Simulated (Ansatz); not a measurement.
Defect migration in fcc Al: Si-vacancy pair (Si on one host Al site, one Al site vacant), neutral cell. Method: PBE, PAW (plane waves to 420 eV; Ansatz, an electronic-structure program).

Settings: 32 host sites, the relaxed PBE lattice, a 4×4×4 k-point mesh shifted by half a step, smearing 0.10 eV, spin-restricted, no image-charge correction. Static, classical nuclei. Forms of the defect that were not tried may lie lower. The start lies 0.12 eV above the lowest site run (PBE). The order of the sites in energy changes with the mesh.

Barriers: single points on a 6×6×6 k-point mesh shifted by half a step at the bands' geometries.

Relaxed starting cell (atoms counted from 1):

```xyz
31
Lattice="8.0839 0.0000 0.0000 0.0000 8.0839 0.0000 0.0000 0.0000 8.0839" Properties=species:S:1:pos:R:3 pbc="T T T"
Si    -0.0066     0.0019     0.0072
Al    -0.0077     0.0013     4.0494
Al    -0.0077     4.0435     0.0083
Al     4.0343     0.0015     0.0073
Al     4.0347     0.0014     4.0490
Al     4.0345     4.0436     0.0085
Al     4.0336     4.0433     4.0500
Al    -0.0071     2.0322     2.0396
Al    -0.0079     2.0332     6.0603
Al    -0.0080     6.0543     2.0389
Al    -0.0081     6.0536     6.0608
Al     4.0340     2.0142     2.0204
Al     4.0345     2.0142     6.0792
Al     4.0346     6.0725     2.0208
Al     4.0342     6.0725     6.0785
Al     1.9995     0.0014     2.0098
Al     1.9993     0.0014     6.0901
Al     1.9784     4.0431     2.0527
Al     1.9788     4.0438     6.0484
Al     6.0694     0.0011     2.0091
Al     6.0695     0.0014     6.0892
Al     6.0901     4.0434     2.0517
Al     6.0891     4.0425     6.0484
Al     1.9997     2.0033     0.0077
Al     1.9786     2.0458     4.0511
Al     1.9998     6.0843     0.0083
Al     1.9778     6.0408     4.0495
Al     6.0697     2.0019     0.0082
Al     6.0902     2.0462     4.0492
Al     6.0694     6.0844     0.0072
Al     6.0906     6.0394     4.0504
```

End state 1 differs by these moves (Å; atoms that move under 0.08 Å are left out):

```tsv
atom	element	Δx	Δy	Δz
22	Al	1.96	0.00	1.97
```

Q: Estimate the forward and backward barriers to end state 1 that PBE, PAW returns for this input.

A: forward 0.54 eV, backward 0.57 eV; at the saddle point atom 22 has neighbours 4 Al at 2.64, Al at 3.07, Al at 3.08, Al at 3.16, Al at 3.18 Å. The saddle point's order was not checked, and it lies on a symmetry element of the cell, where a band can be held.
